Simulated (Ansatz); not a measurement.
The starting structures come from a database of crystals and need not be the phases stable at ambient conditions.

The decay constant κ of evanescent states in the gap governs leakage through a thin film.

Here is the system:

```yaml
crystal:
  lattice:
    - [7.55004, 0.00000, 0.00000]
    - [0.60158, 7.52604, 0.00000]
    - [0.05798, 0.05353, 8.98659]
  atoms:
    - { symbol: Rb, position: [0.28715, 0.50813, 0.17399] }
    - { symbol: Rb, position: [0.50813, 0.28715, 0.67399] }
    - { symbol: Cd, position: [0.03413, 0.96649, 0.49995] }
    - { symbol: Cd, position: [0.96649, 0.03413, 0.99995] }
    - { symbol: H, position: [0.51241, 0.12965, 0.32198] }
    - { symbol: H, position: [0.12965, 0.51241, 0.82198] }
    - { symbol: H, position: [0.65250, 0.26938, 0.32081] }
    - { symbol: H, position: [0.26938, 0.65250, 0.82081] }
    - { symbol: I, position: [0.37897, 0.80281, 0.50544] }
    - { symbol: I, position: [0.80281, 0.37897, 0.00544] }
    - { symbol: I, position: [0.83204, 0.84624, 0.75132] }
    - { symbol: I, position: [0.84624, 0.83204, 0.25132] }
    - { symbol: I, position: [0.00913, 0.33795, 0.50575] }
    - { symbol: I, position: [0.33795, 0.00913, 0.00575] }
    - { symbol: O, position: [0.52923, 0.25397, 0.34826] }
    - { symbol: O, position: [0.25397, 0.52923, 0.84826] }
```

Space group of this cell: Cc. The cell is taken as given; by r2SCAN its mean pressure is -0.9 GPa.

Transport runs along the normal of the first two printed cell vectors.

The gap is the functional's own. No spin-orbit coupling. Mid-gap values are interpolated on the energy grid.

Question: Give the band gap and the smallest decay constant κ at mid-gap that r2SCAN (Ansatz, a quantum-chemistry and plane-wave program) yields.

Answer: Gap 3.00 eV on a 4×4×4 mesh; κ = 0.229 1/Å, at the zone centre.
